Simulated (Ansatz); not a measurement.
Consider HfN in the rock salt structure (space group Fm-3m, No. 225).

```yaml
crystal:
  lattice:
    - [0.00000, 2.26274, 2.26274]
    - [2.26274, 0.00000, 2.26274]
    - [2.26274, 2.26274, 0.00000]
  atoms:
    - { symbol: N, position: [0.00000, 0.00000, 0.00000] }
    - { symbol: Hf, position: [0.50000, 0.50000, 0.50000] }
```

Computed with plane-wave PAW DFT at the r2SCAN level (Ansatz, a program for electronic structure, 500 eV), no spin-orbit coupling.

Before the change:

| Item | Value |
|---|---|
| Pressure | 0.0 GPa |

It is then changed as follows: an isotropic linear strain of +0.33 %, atoms relaxed at fixed cell.

Task: What does the calculation give for the pressure after the change?

Result: The pressure goes from zero to -2.7 GPa.

Task: Predict the new energy relative to the base.

Result: The energy goes up by 1.0 meV/atom.

Whether these cells are dynamically stable was not tested. All final runs are without spin polarisation. An odd electron count without spin: HfN.
